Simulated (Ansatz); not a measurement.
**Hypothetical diamond Ta under a change: isotropic strain +3.28 %**

The parent structure is Ta in the diamond structure (space group Fd-3m, No. 227; a = 6.0050 Å; a hypothetical phase, not in the database extracts checked; relaxed with 0.1 eV smearing).

One thing is altered: every lattice vector is stretched by 3.28 %, atoms relaxed at fixed cell.

Computed with Ansatz (an electronic-structure program), PBEsol, PAW, cutoff 420 eV, scalar-relativistic without spin-orbit coupling. Settings: 17×17×17 k-points, 0.1 eV Fermi–Dirac smearing.

```tsv
quantity	base	changed	shift
volume per atom	27.07 Å³	29.82 Å³	+2.75 Å³
space group	Fd-3m (No. 227)	Fd-3m (No. 227)	–
shortest interatomic distance	2.600 Å	2.686 Å	+0.0853 Å
energy relative to the base (free energy F)	0 meV/atom	+57 meV/atom	+57 meV/atom
band gap	zero	zero	–
```

Whether these cells are dynamically stable was not tested. All final runs are without spin polarisation. Ta has a high density of states at the Fermi level and may be magnetic at this level.
